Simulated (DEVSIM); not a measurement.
System: Si n+/n-/n+ resistor, at 300 K.

Layer 1 from the left is Si, thickness (μm) 0.320, Nd (cm⁻³) 2e18, τn (s) 0.00014, τp (s) 0.00014. Layer 2 from the left is Si, thickness (μm) 0.970, Nd (cm⁻³) 9.6e13, τn (s) 0.00014, τp (s) 0.00014. Layer 3 from the left is Si, thickness (μm) 0.310, Nd (cm⁻³) 1.9e18, τn (s) 0.00014, τp (s) 0.00014.

Left contact: ohmic. Right contact: ohmic. Voltage is applied to the left contact. Recombination: SRH at mid-gap, radiative, Auger. Mobility is μmin + (μ − μmin)/(1 + (N/Nref)^α).

Constants are typed, rounded textbook-type inputs, not results; the design itself was drawn at random and stands for no fabricated device. Values at 300 K.

Si: gap (eV) 1.124, affinity (eV) 4.05, permittivity 11.7, Nc (cm⁻³) 2.86e19, Nv (cm⁻³) 3.1e19, μn (cm²/Vs) 1417, μp (cm²/Vs) 470, μn,min 52, μp,min 45, Nref,n 9.7e16, Nref,p 2.2e17, αn 0.68, αp 0.72, B (cm³/s) 4.7e-15, Cn (cm⁶/s) 2.8e-31, Cp (cm⁶/s) 9.9e-32.

Model (solved in DEVSIM): 1D drift-diffusion, Boltzmann statistics, complete ionisation; no tunnelling, impact ionisation, image-force lowering or self-heating.

What does the simulation give for the dark forward voltage at 100 A/cm²?

dark forward voltage at 100 A/cm² 0.057 V.
